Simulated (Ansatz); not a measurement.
Base system: PbSe in the rock salt structure (space group Fm-3m, No. 225; a = 6.178 Å). Axes: x, y, z lie along the cube axes.

Calculations: plane-wave PAW DFT at the r2SCAN level (Ansatz, a first-principles code, 500 eV), no SOC, earlier PAW set.

Before the change:

* **Valley order**: L along ⟨111⟩ 0.67 eV; a point along ⟨110⟩, about 0.6 Å⁻¹ from Γ 1.47 eV
* **Smallest direct gap**: 0.67 eV
* **Hole mass**: 0.25 mₑ along k, 0.11 mₑ across (at L)

One thing is altered: a pure shear with ε_yz = ε_zy = 0.0095, atoms relaxed at fixed cell.

Question: What happens to the valley order, smallest direct gap and hole mass?

Answer: The valley order (the lowest conduction-band minima on the path, energy above the VBM, named in the base's zone) changes from L along ⟨111⟩ 0.67 eV; a point along ⟨110⟩, about 0.6 Å⁻¹ from Γ 1.47 eV to L along [11-1] 0.58 eV; L along [111] 0.68 eV; a point along [01-1], about 0.6 Å⁻¹ from Γ 1.34 eV; a point along [011], about 0.6 Å⁻¹ from Γ 1.52 eV; the smallest direct gap drops by 0.01 eV, from 0.67 eV to 0.66 eV; the hole mass becomes 0.24 mₑ along k, 0.11 mₑ across (at L) (base: 0.25 mₑ along k, 0.11 mₑ across (at L)).

Spin-orbit coupling, missing from the scalar runs, can matter with Pb. The cells carry an imposed strain or load. Effective masses come from finite differences of ±0.01 Å⁻¹. Along k means along the line from Γ to the band edge. No phonon test of stability was made.
